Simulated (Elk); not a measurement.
A self-consistent single point of GaGePt₆ (I-42m, 8 atoms in the cell) with Elk.

Level of theory: Elk 10.2.4 with PBEsol, all-electron FP-LAPW, Elk's shipped species files, APW+lo basis with extra local orbitals.

The change in words: lattice scaled by 0.98. Reference geometry:
```xyz
8
Lattice="-2.7605 2.7605 3.9762 2.7605 -2.7605 3.9762 2.7605 2.7605 -3.9762" Properties=species:S:1:pos:R:3 pbc="T T T"
Ga     0.0000     0.0000     0.0000
Ge     0.0000     0.0000     3.9762
Pt     1.0928     1.0928     5.9284
Pt     1.0928    -1.0928     2.0239
Pt     1.6677     1.6677     1.9522
Pt    -1.0928     1.0928     2.0239
Pt     0.0000     2.7605     0.0000
Pt     2.7605     0.0000     0.0000
```

Reference input (self-consistent single point, DFT, PBEsol, all-electron FP-LAPW, Elk's shipped species files, APW+lo basis with extra local orbitals): xctype = 22; rgkmax = 8; stype = 0; swidth = 0.00734986 Ha; ngridk = 5 5 5; gmaxvr = 14 1/bohr; nxlo = 2; lorbcnd = true; lmaxi = 3. This run's input differs from it in these lines:

```diff
@@ -28,8 +28,8 @@
 scale
-  10.53020544
+  10.31960128
 
 avec
-   -0.4954009713    0.4954009713    0.7135515085
-    0.4954009713   -0.4954009713    0.7135515085
-    0.4954009713    0.4954009713   -0.7135515085
+   -0.4954009555    0.4954009555    0.7135515304
+    0.4954009555   -0.4954009555    0.7135515304
+    0.4954009555    0.4954009555   -0.7135515304
```

The program printed (abridged):

```
│ Self-consistent loop started │
│ Loop number : 1 │
 total energy                :     -114663.555690
│ Loop number : 2 │
 total energy                :     -114666.386482
RMS change in Kohn-Sham potential (target) :   0.1977398646     (  0.1000000000E-05)
Absolute change in total energy (target)   :    2.830791828     (  0.1000000000E-03)
│ Loop number : 3 │
 total energy                :     -114672.906895
RMS change in Kohn-Sham potential (target) :   0.1800684895     (  0.1000000000E-05)
Absolute change in total energy (target)   :    7.228110701     (  0.1000000000E-03)
│ Loop number : 4 │
   [... lines left out ...]
Absolute change in total energy (target)   :   0.5816573976E-03 (  0.1000000000E-03)
│ Loop number : 16 │
 total energy                :     -114690.267062
RMS change in Kohn-Sham potential (target) :   0.1951525398E-06 (  0.1000000000E-05)
Absolute change in total energy (target)   :   0.1802698971E-03 (  0.1000000000E-03)
│ Loop number : 17 │
 total energy                :     -114690.267132
RMS change in Kohn-Sham potential (target) :   0.3414708595E-07 (  0.1000000000E-05)
Absolute change in total energy (target)   :   0.2408074215E-04 (  0.1000000000E-03)
Convergence targets achieved

│ Loop number : 18 │

Energies :
 Fermi                       :     0.483757096434
 total energy                :     -114690.267149

Density of states at Fermi energy :    114.5402976
 (states/Hartree/unit cell)

Estimated indirect band gap :   0.1661168047E-02
 from k-point     11 to k-point      7
Estimated direct band gap   :   0.2671246812E-02
 at k-point      7

Charges :
 core                        :    324.0000000
 valence                     :    207.0000000
 interstitial                :    14.90603668
 muffin-tins (core leakage)
  species :    1 (Ga)
   atom    1                 :    29.65455476     (  0.1276074977E-02)
  species :    2 (Ge)
   atom    1                 :    29.84745345     (  0.1799558301E-02)
  species :    3 (Pt)
   [... lines left out ...]
   atom    4                 :    76.10975051     (  0.1565810759E-02)
   atom    5                 :    76.07647654     (  0.1559413028E-02)
   atom    6                 :    76.07647654     (  0.1559413028E-02)
 total in muffin-tins        :    516.0939633
 total calculated charge     :    530.9570408
 total charge                :    531.0000000
 error                       :   0.4295917287E-01

│ Self-consistent loop stopped │
```

The run converged in 18 iterations. The count includes the last loop, which Elk runs after its targets are met. 

The starting cell comes from a database of computed structures (which also holds hypothetical and non-ambient phases and stackings), without a prior relaxation at this level. For this run, on top of that: lattice scaled by 0.98. Spin-orbit coupling is off. Spin polarisation is off. Values depend on the basis (sphere radii, cutoffs, local orbitals), which need not be converged. The log's line on a gap gives a spacing of levels on this mesh, which the program prints for metals too.

Cost on one core of a shared machine: roughly 8 min.
